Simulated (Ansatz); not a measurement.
**Au: response to strain**

The parent structure is Au in the fcc (Cu type) structure (space group Fm-3m, No. 225; a = 4.0477 Å; relaxed with 0.1 eV smearing).

Strains are applied to the cell and any free atomic positions relax.

Computed with LDA/PAW in Ansatz (a first-principles code), scalar-relativistic without spin-orbit coupling.

Notes on the quantities. energy relative to the base: free energy F.

```tsv
variant	energy relative to the base	pressure	volume per atom
base	0 meV/atom	0.0 GPa	16.58 Å³
isotropic strain −3.00 %	+94 meV/atom	23.0 GPa	15.13 Å³
isotropic strain −1.50 %	+22 meV/atom	10.0 GPa	15.84 Å³
isotropic strain −1.00 %	+9.5 meV/atom	6.4 GPa	16.09 Å³
isotropic strain −0.50 %	+2.3 meV/atom	3.0 GPa	16.33 Å³
isotropic strain +1.00 %	+8.6 meV/atom	-5.3 GPa	17.08 Å³
isotropic strain +1.50 %	+19 meV/atom	-7.6 GPa	17.34 Å³
isotropic strain +2.00 %	+33 meV/atom	-9.7 GPa	17.59 Å³
isotropic strain +2.50 %	?	?	17.85 Å³
isotropic strain +3.00 %	+71 meV/atom	-13.3 GPa	18.12 Å³
```

What belongs in the blanks?


- isotropic strain +2.50 %, energy relative to the base: +50 meV/atom
- isotropic strain +2.50 %, pressure: -11.6 GPa

Whether these cells are dynamically stable was not tested.
